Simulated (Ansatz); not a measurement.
BP under load (space group F-43m), r2SCAN with spin-orbit coupling, rigid bands (Ansatz, an electronic-structure program). Condition of this run: hydrostatic pressure 2 GPa (the target of the relaxation). Band gap 1.38 eV, N_c = 4.02e19 cm⁻³ and N_v = 2.29e19 cm⁻³ at 300 K, conductivity masses of 0.323 mₑ (electrons) and 0.399 mₑ (holes). Take k_BT = 0.02585 eV.

Task: A film of it is 3 nm thick. Estimate the confinement energies in an infinite well.

Result: ħ²π²/(2m t²) = 0.376 eV·nm²/(m/mₑ × t²) gives 129 meV for electrons and 105 meV for holes, so the gap would widen to about 1.61 eV. Finite barriers and nonparabolic bands lower this, and with several valleys or bands the heaviest mass along the normal sets the lowest level, not this average.

Task: What thermal injection velocity √(2k_BT/πm) limits a ballistic channel?

Result: 9.47e6 cm/s for electrons and 8.52e6 cm/s for holes, a ratio of √(m_h/m_e) = 1.11, for dilute carriers.

Task: Find the intrinsic carrier density and the intrinsic Fermi level.

Result: n_i = √(N_c N_v) exp(−E_g/2k_BT) = 3.03e19 × exp(−26.69) = 7.8e7 cm⁻³. The level lies (k_BT/2) ln(N_v/N_c) = -7 meV from mid-gap (positive towards the conduction band). Each 0.1 eV added to the gap lowers n_i by a factor of 6.9.

Rigid bands with the computed gap; masses take one relaxation time for all states.
